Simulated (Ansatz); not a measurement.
By PBEsol, the system below comes out a metal.

Given:

```
CELL_PARAMETERS angstrom
      3.19238     0.00000     0.00000
     -1.59619     2.76468     0.00000
      0.00000     0.00000     5.04504
ATOMIC_POSITIONS crystal
  Hf 0.33333 0.66667 0.25000
  Hf 0.66667 0.33333 0.75000
```

The cell is taken as given; by PBEsol it stands under a pressure of -3.2 GPa.

The current flows along the normal of the first two printed cell vectors, the (001) plane of the conventional cell. No spin-orbit coupling; the value is a mean over 0.1 eV about the Fermi level.

Problem. Compute, with PBEsol (Ansatz, a first-principles code), the ballistic conductance per area.

Solution. 0.60 × 10¹⁵ S/m² for both spins.
